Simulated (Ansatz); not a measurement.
## NaH₂N (Fddd, No. 70; cell taken from a computed entry)

Computed with LDA in Ansatz (PAW).

Run with plane-wave cutoff 500 eV, 8×8×8 k mesh, gaussian smearing 0.02 eV, scalar-relativistic PAW data made under PBE.

Cell: relaxed at this level.

| Quantity | Value |
|---|---|
| equilibrium volume per atom | 10.03 Å³/atom |
| band gap | 1.92 eV (on the SCF k mesh) |

Note: the relaxation could not lower the start's symmetry, so the cell can be a saddle point above a distorted one.

Ansatz is an electronic-structure program.
